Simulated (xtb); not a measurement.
xtb 6.7.1, GFN1-xTB: Cu(F)(k2OAc)(tmeda) (CC1[O][Cu]2([F])(<-[O]=1)<-[N](C)(C)CC[N]->2(C)C), charge 0, multiplicity 2, 33 atoms. The geometry is a generated start, not checked to be a minimum at this level.

```
Quantity                                                                                                       Result
------------------------  -------------------------------------------------------------------------------------------
method                                                                                                       GFN1-xTB
--acc                                                                                                     1 (default)
--etemp (K)                                                                                             300 (default)
detailed input (--input)  none: ANC optimiser, Lindh (1995) Hessian, microcycle=20, maxdispl=1.0, hlow=0.01 (default)
basis functions                                                                                                   100
valence electrons                                                                                                  91
```

Charge 0 and multiplicity 2 are set for this test and not shown to be the ground state. GFN-xTB has no spin term: --uhf 1 sets the occupations alone.

The structure is relaxed from this start with --opt LEVEL for the levels crude, sloppy, loose, lax, normal, tight, vtight, extreme, once each. Up to the end of the extreme run atoms move by at most 0.88 Å along an axis.

**Question.** What is the loosest level that ends within 20 meV of the extreme run, and how many cycles does it take?

**Answer.** loose: 21 cycles against 124, ending 8.3 meV above.

```
level    cycles  energy above the extreme run (meV)  gradient norm (eV/Å)
-------  ------  ----------------------------------  --------------------
crude         4                                  43                  0.35
sloppy        6                                  34                  0.18
loose        21                                 8.3                  0.10
lax          21                                 8.3                  0.10
normal       43                                 2.0                0.0073
tight        68                                 1.0                0.0038
vtight      121                          under 0.01                0.0061
extreme     124                                   —                0.0023
```
